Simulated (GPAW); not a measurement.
A user runs GPAW on YMnSi (P4/nmm, 6 atoms in the cell) and asks whether the run is sound. The aim is a self-consistent single point with DFT PBEsol, plane waves, GPAW PAW datasets PBEsol (made by gpaw-setup).

Cell that was meant: a = 3.8647 Å, b = 3.8647 Å, c = 7.2329 Å, α = 90.00°, β = 90.00°, γ = 90.00°.

Part of the input:

```python
calc = GPAW(spinpol=True,
            mode={'name': 'pw', 'ecut': 850},
            xc='PBEsol',
            occupations={'name': 'marzari-vanderbilt', 'width': 0.05},
            nbands=-14,
            symmetry={'symmorphic': False, 'tolerance': 0.0005},
            maxiter=100)
```

Output (repeated stretches shortened):

```
Input parameters:
  maxiter: 100
  mode: {ecut: 850,
         name: pw}
  nbands: -14
  occupations: {name: marzari-vanderbilt,
   [... lines left out ...]
   5 Si     1.932341    0.000000    1.468924    ( 0.0000,  0.0000,  0.0000)

Unit cell:
           periodic     x           y           z      points  spacing
  1. axis:    yes    3.864682    0.000000    0.000000    28     0.1380
  2. axis:    yes    0.000000    3.864682    0.000000    28     0.1380
  3. axis:    yes    0.000000    0.000000    7.232873    49     0.1476

  Lengths:   3.864682   3.864682   7.232873
  Angles:   90.000000  90.000000  90.000000

Effective grid spacing dv^(1/3) = 0.1411
     iter     time        total  log10-change:  magmom
                         energy   eigst   dens
iter:   1 --:--:--   -43.763879                   +10.0127
iter:   2 --:--:--   -43.459371   -0.70  -1.19    +5.8038
iter:   3 --:--:--   -44.210635   -1.17  -1.27    +4.0601
iter:   4 --:--:--   -43.491126   -2.44  -1.19    +4.1328
iter:   5 --:--:--   -43.586648   -2.16  -1.29    +2.6352
   [... 3 lines left out ...]
iter:   9 --:--:--   -43.031538   -2.75  -1.69    +2.0397
iter:  10 --:--:--   -42.960073   -3.29  -2.12    +1.9724
iter:  11 --:--:--   -43.110664   -2.77  -2.21    +2.0686
   [... lines left out ...]
iter:  15 --:--:--   -43.115461c  -4.53  -2.57    +1.9989
iter:  16 --:--:--   -43.113875c  -4.56  -2.62    +1.9996
iter:  17 --:--:--   -43.111959c  -3.84  -2.69    +1.9992
   [... 4 lines left out ...]
iter:  22 --:--:--   -43.111683c  -5.70  -3.44    +2.0000
iter:  23 --:--:--   -43.111668c  -6.64  -3.56    +2.0000
iter:  24 --:--:--   -43.111648c  -5.74  -3.60    +2.0000
iter:  25 --:--:--   -43.111647c  -6.72  -3.94    +2.0000
iter:  26 --:--:--   -43.111645c  -6.93  -4.07c   +2.0000
iter:  27 --:--:--   -43.111643c  -7.83c -4.16c   +2.0000
Converged after 27 iterations.

Dipole moment: (-0.000000, -0.000000, -0.000000) |e|*Ang

Total magnetic moment: (0.000000, 0.000000, 2.000000)
Local magnetic moments:
   0 Y  ( 0.000000,  0.000000, -0.186468)
   1 Y  ( 0.000000,  0.000000, -0.186468)
   2 Mn ( 0.000000,  0.000000,  1.663969)
   3 Mn ( 0.000000,  0.000000,  1.663969)
   4 Si ( 0.000000,  0.000000, -0.093192)
   5 Si ( 0.000000,  0.000000, -0.093192)

Energy contributions relative to reference atoms: (reference = -262784.896223)

Kinetic:         +0.037938
Potential:       +6.391074
External:        +0.000000
XC:             -49.518285
Entropy (-ST):   +0.004077
Local:           -0.026448
SIC:             +0.000000
--------------------------
Free energy:    -43.111643
Extrapolated:   -43.111643

   [... lines left out ...]
Fermi level: 8.39472
Gap: 0.551 eV
   [... lines left out ...]
  1 Y     0.00000    0.00000   -0.12268
  2 Mn    0.00000    0.00000    0.00000
  3 Mn    0.00000    0.00000    0.00000
  4 Si    0.00000    0.00000    2.67184
  5 Si    0.00000    0.00000   -2.67184

Stress tensor:
     0.079003     0.000000     0.000000
     0.000000     0.079003     0.000000
     0.000000     0.000000    -0.027811
Stress (GPa, Voigt): [12.6577 12.6577 -4.4559  0.      0.      0.    ]
```

Question: Is anything amiss in this input, and did it matter?

Answer: The run is not sound. The fault is a single k-point for a small metallic cell. One k-point cannot sample the Fermi surface of a small cell. To fix it, use a converged k-point mesh. The run converged in 27 iterations without an error; against the sound input the free energy rises by 502 meV/atom, the pressure goes from -1.98 to -6.95 GPa, the largest force goes from 0.252 to 2.672 eV/Å and the size of the net moment goes from 0.63 to 0.33 μB/atom.

An input that runs soundly differs in these lines (not the only fix; some lines may just follow from the change or write a value another way):
```diff
+            kpts=(7, 7, 3),
```

With that input, the run converged in 18 iterations: free energy E − TS (from the program's reference atoms) -46.1258 eV; Fermi level (on the code's own zero) 8.14 eV; pressure -1.98 GPa; largest force (vector length) 0.252 eV/Å; size of the cell's spin moment 3.80 μB (DFT PBEsol, plane waves, GPAW PAW datasets PBEsol (made by gpaw-setup)).

On the sound input: the starting cell comes from a database of computed structures (which also holds hypothetical and non-ambient phases and stackings), without a prior relaxation at this level. Its lattice was rescaled by a random factor within 2.5 % of one. The magnetic order is the one reached from the typed start; others were not searched systematically. The log's line on a gap gives a spacing of levels on this mesh, which the program prints for metals too.
